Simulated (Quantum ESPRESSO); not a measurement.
# Refining one setting for Ta₂SnO₇ (C2/c, 20 atoms in the cell)

```xyz
20
Lattice="8.3658 -2.4784 0.0000 8.3658 2.4784 0.0000 -0.5931 0.0000 5.1799" Properties=species:S:1:pos:R:3 pbc="T T T"
Ta    10.6146    -1.3486     4.1605
Ta     5.5238     1.3486     1.0194
Ta     5.2273    -1.3486     3.6093
Ta    10.9112     1.3486     1.5706
Sn     8.2175    -1.3523     1.2950
Sn     7.9210     1.3523     3.8849
O     12.4870    -0.4468     4.3367
O      3.6515     0.4468     0.8432
O      3.3549    -0.4468     3.4332
O     12.7835     0.4468     1.7467
O      5.3971    -0.2197     5.1273
O     10.7413     0.2197     0.0526
O     10.4448    -0.2197     2.6426
O      5.6937     0.2197     2.5373
O      7.9210    -0.5911     3.8849
O      8.2175     0.5911     1.2950
O     15.0946     0.0580     2.4620
O      1.0439    -0.0580     2.7179
O      1.3404     0.0580     0.1280
O     14.7980    -0.0580     5.0519
```

Computed with PBEsol, GBRV 1.5 ultrasoft (PBESOL) pseudopotentials (plane waves; Quantum ESPRESSO).

The starting cell comes from a database of computed structures (which also holds hypothetical and non-ambient phases and stackings), without a prior relaxation at this level. Spin-orbit coupling is off. In the base run, with a pressure of about -9 GPa the cell is away from its equilibrium volume at this level.

Held fixed: ecutwfc = 40 Ry; occupations = smearing; smearing = fermi-dirac; degauss = 0.00147 Ry; potentials = {Ta: ta_pbesol_v1.uspp.F.UPF, Sn: sn_pbesol_v1.4.uspp.F.UPF, O: o_pbesol_v1.2.uspp.F.UPF}; K_POINTS = automatic 4 4 4 0 0 0; conv_thr = 1e-11 Ry; mixing_beta = 0.7.

ΔF is the free energy per atom less that of the last row (320 Ry).

```csv
ecutrho,ΔF (meV/atom),pressure (GPa),largest force (eV/Å),gap on the mesh (eV)
80 Ry,-43.7,-4.26,0.169,1.460
120 Ry,-0.72,-8.57,0.163,1.440
160 Ry,0.06,-8.61,0.166,1.439
200 Ry,0.07,-8.61,0.166,1.439
240 Ry,0.02,-8.62,0.166,1.439
320 Ry,0.00,-8.62,0.166,1.439
```

Pressure within 0.2 GPa of the last row: from ecutrho = 120 Ry on; the one before it is off by 4.4 GPa. The value it settles on is -8.6 GPa at this level of theory and with the other settings as held.

Largest force within 0.005 eV/Å of the last row: from ecutrho = 80 Ry on, the coarsest one. The value it settles on is 0.166 eV/Å at this level of theory and with the other settings as held.

The gap is read on the k-point mesh of the run and can differ from the gap over the whole zone at this level.
